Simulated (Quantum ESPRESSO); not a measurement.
Habitual settings against a tight run: SnClF (P4/nmm, 6 atoms in the cell)

Self-consistent single point.

```
CELL_PARAMETERS angstrom
      4.10121     0.00000     0.00000
      0.00000     4.10121     0.00000
      0.00000     0.00000     7.44782
ATOMIC_POSITIONS crystal
  Sn 0.00000 0.50000 0.79639
  Sn 0.50000 0.00000 0.20361
  Cl 0.50000 0.00000 0.65063
  Cl 0.00000 0.50000 0.34937
  F  0.50000 0.50000 0.00000
  F  0.00000 0.00000 0.00000
```

Level of theory: PBEsol, GBRV 1.5 ultrasoft (PBESOL) pseudopotentials (plane waves; Quantum ESPRESSO).

Base settings: ecutwfc = 40 Ry; ecutrho = 200 Ry; occupations = smearing; smearing = gauss; degauss = 0.0036749 Ry; K_POINTS = automatic 8 8 5 1 1 1; conv_thr = 1e-10 Ry; mixing_beta = 0.7.

Tight run (finer mesh or higher cutoff; not a proven limit): ecutwfc: 40 Ry → 56 Ry; ecutrho: 200 Ry → 280 Ry; conv_thr: 1e-10 Ry → 7.3e-11 Ry; K_POINTS: automatic 8 8 5 1 1 1 → automatic 11 11 7 1 1 1. It gave top of the valence band (on the code's own zero) 4.94 eV; gap on the k-point mesh 2.63 eV; pressure -5.37 GPa; largest force (vector length) 0.323 eV/Å.

Quick runs, as changes from the base:
- A: the base itself
- B: ecutwfc: 40 Ry → 20 Ry; ecutrho: 200 Ry → 100 Ry; K_POINTS: automatic 8 8 5 1 1 1 → automatic 8 8 8 1 1 1
- C: ecutwfc: 40 Ry → 20 Ry; ecutrho: 200 Ry → 100 Ry; conv_thr: 1e-10 Ry → 7.3e-05 Ry; K_POINTS: automatic 8 8 5 1 1 1 → automatic 2 2 2 1 1 1
- D: ecutwfc: 40 Ry → 32 Ry; ecutrho: 200 Ry → 160 Ry; degauss: 0.0036749 Ry → 0.036749 Ry; K_POINTS: automatic 8 8 5 1 1 1 → automatic 2 2 2 1 1 1
- E: pseudopotentials: {Sn: sn_pbesol_v1.4.uspp.F.UPF, Cl: cl_pbesol_v1.4.uspp.F.UPF, F: f_pbesol_v1.4.uspp.F.UPF} → {Sn: sn_lda_v1.4.uspp.F.UPF, Cl: cl_lda_v1.4.uspp.F.UPF, F: f_lda_v1.4.uspp.F.UPF}; K_POINTS: automatic 8 8 5 1 1 1 → automatic 4 4 4 1 1 1 [LDA (PZ)]
- F: ecutwfc: 40 Ry → 28 Ry; ecutrho: 200 Ry → 140 Ry; conv_thr: 1e-10 Ry → 7.3e-06 Ry; pseudopotentials: {Sn: sn_pbesol_v1.4.uspp.F.UPF, Cl: cl_pbesol_v1.4.uspp.F.UPF, F: f_pbesol_v1.4.uspp.F.UPF} → {Sn: sn_lda_v1.4.uspp.F.UPF, Cl: cl_lda_v1.4.uspp.F.UPF, F: f_lda_v1.4.uspp.F.UPF}; K_POINTS: automatic 8 8 5 1 1 1 → automatic 8 8 8 1 1 1 [LDA (PZ)]

Dashes: gap of C, D, left out as unsure on this mesh or at this smearing; time of C, D, under 30 s; energy of E, F, another energy zero.

Gaps are read on each run's own mesh, which may miss the band edges.

† marks runs with another functional, U, potentials or spin treatment: their distance from the tight run is not a convergence error alone.

The count of work is k-points × plane waves × bands × iterations; it is no time. Core times come from one kind of shared machine and are given to one figure; runs under 30 s give none.

The starting cell comes from a database of computed structures (which also holds hypothetical and non-ambient phases and stackings), without a prior relaxation at this level. Its lattice was rescaled by a random factor within 2.5 % of one. In the base run, with a pressure of about -5 GPa the cell is away from its equilibrium volume at this level. The shifted mesh does not hold Γ, so a gap read on it misses any band edge there.

```
run  energy less tight (meV/atom)  pressure less tight (GPa)  largest miss in a force vector (eV/Å)  gap on the mesh less tight (eV)  count of work / tight  core time / tight (rough)
---  ----------------------------  -------------------------  -------------------------------------  -------------------------------  ---------------------  -------------------------
A                            47.0                       0.27                                  0.001                            0.090                   0.22                        0.2
B                          2422.7                     -46.48                                  0.029                            0.118                  0.094                       0.09
C                          2426.7                     -45.74                                  0.182                                –                 0.0012                          –
D                           144.5                      -5.37                                  0.161                                –                 0.0047                          –
E†                              –                      -2.09                                  0.150                            0.657                  0.043                       0.08
F†                              –                     -18.06                                  0.162                            0.074                   0.10                        0.1
```

Among the runs at the tight run's level, the energy misses run from 47.0 to 2426.7 meV/atom.
